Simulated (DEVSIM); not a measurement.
Device: Ni/SiO2/p-Ge capacitor, at 300 K.

| layer (left to right) | material | thickness (nm) | Na (cm⁻³) |
|---|---|---|---|
| 1 | SiO2 | 19.0 | - |
| 2 | Ge | 1400 | 8.5e16 |

Metal gate on the left, work function 5.1 eV. Fixed charge at the semiconductor interface 0 cm⁻² (in units of +e); no interface traps.

Constants are typed, rounded textbook-type inputs, not results; the design itself was drawn at random and stands for no fabricated device. Values at 300 K.

```csv
parameter,SiO2,Ge
gap (eV),9,0.664
affinity (eV),0.9,4
permittivity,3.9,16
Nc (cm⁻³),-,1.04e19
Nv (cm⁻³),-,6e18
```

DEVSIM, 1D Poisson equation in equilibrium, Boltzmann statistics, complete ionisation; no quantum confinement or tunnelling. Metal contacts follow the ideal Schottky-Mott rule: no Fermi-level pinning, no interface dipoles.

Tabulate band edges, carrier densities and field at -0.6 V on the gate.

Energies count from the Fermi level of the right contact; mesh points crowd at the junctions.

| x (μm) | Ec (eV) | Ev (eV) | n (cm⁻³) | p (cm⁻³) | field (V/cm) |
|---|---|---|---|---|---|
| 0.000 | 4.800 | -4.200 | < 1e2 | < 1e2 | -550000 |
| 0.001300 | 4.728 | -4.272 | < 1e2 | < 1e2 | -550000 |
| 0.003721 | 4.594 | -4.406 | < 1e2 | < 1e2 | -550000 |
| 0.008665 | 4.321 | -4.679 | < 1e2 | < 1e2 | -550000 |
| 0.01547 | 3.945 | -5.055 | < 1e2 | < 1e2 | -550000 |
| 0.01787 | 3.812 | -5.188 | < 1e2 | < 1e2 | -550000 |
| 0.01908 | 0.649 | -0.015 | 1.3e8 | 3.3e18 | -130000 |
| 0.02127 | 0.627 | -0.037 | 3.1e8 | 1.4e18 | -80000 |
| 0.02531 | 0.603 | -0.061 | 7.7e8 | 5.7e17 | -43000 |
| 0.03358 | 0.579 | -0.085 | 1.9e9 | 2.3e17 | -19000 |
| 0.05212 | 0.561 | -0.103 | 3.9e9 | 1.1e17 | -4700 |
| 0.1125 | 0.554 | -0.110 | 5.1e9 | 8.6e16 | -110 |
| 0.2239 | 0.554 | -0.110 | 5.1e9 | 8.5e16 | ≈ 0 |
| 0.4667 | 0.554 | -0.110 | 5.1e9 | 8.5e16 | ≈ 0 |
| 1.012 | 0.554 | -0.110 | 5.1e9 | 8.5e16 | ≈ 0 |
| 1.233 | 0.554 | -0.110 | 5.1e9 | 8.5e16 | ≈ 0 |
| 1.331 | 0.554 | -0.110 | 5.1e9 | 8.5e16 | ≈ 0 |
| 1.379 | 0.554 | -0.110 | 5.1e9 | 8.5e16 | ≈ 0 |
| 1.405 | 0.554 | -0.110 | 5.1e9 | 8.5e16 | ≈ 0 |
| 1.413 | 0.554 | -0.110 | 5.1e9 | 8.5e16 | ≈ 0 |
| 1.417 | 0.554 | -0.110 | 5.1e9 | 8.5e16 | ≈ 0 |
| 1.419 | 0.554 | -0.110 | 5.1e9 | 8.5e16 | ≈ 0 |
